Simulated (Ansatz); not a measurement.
How the smallest direct gap on the k points sampled of Bi2SO2 (model structure, started from the La2SO2 type, P-3m1, No. 164, 5 atoms in the cell) moves with the method

No measured value is used here.

| level (code) | value (eV) |
|---|---|
| LDA (Ansatz) | 1.99 |
| PBEsol+SOC (Ansatz) | 1.24 |
| r²SCAN+SOC (Ansatz) | 1.58 |
| HSE06+SOC (Ansatz) | 1.93 |
| PBE0 (Ansatz) | 3.73 |
| G0W0@PBEsol (Ansatz) | 2.96 |

At these levels the smallest gap is indirect and lower: LDA 1.62, PBEsol+SOC 1.15, r²SCAN+SOC 1.45, HSE06+SOC 1.82, PBE0 3.06, G0W0@PBEsol 2.29 eV. Computed values are for a static lattice. Spin–orbit coupling is included only where a level's name says +SOC; with heavier elements it mostly lowers gaps and can invert bands.  G0W0@PBEsol: filled d or f shells below the valence bands can shift G0W0 gaps through exchange with them, which wasn't tested here. Values are at the PBEsol cell. Cutoffs and k meshes differ between the levels. Ansatz's density-functional and Hartree–Fock values are scalar-relativistic unless marked +SOC, with PAW data made under PBE.

A model structure was made by putting elements into a prototype or built by hand; it is no filed structure, need not be a known phase, and can be a saddle point held by its symmetry.

Ansatz is a quantum-chemistry and plane-wave program.
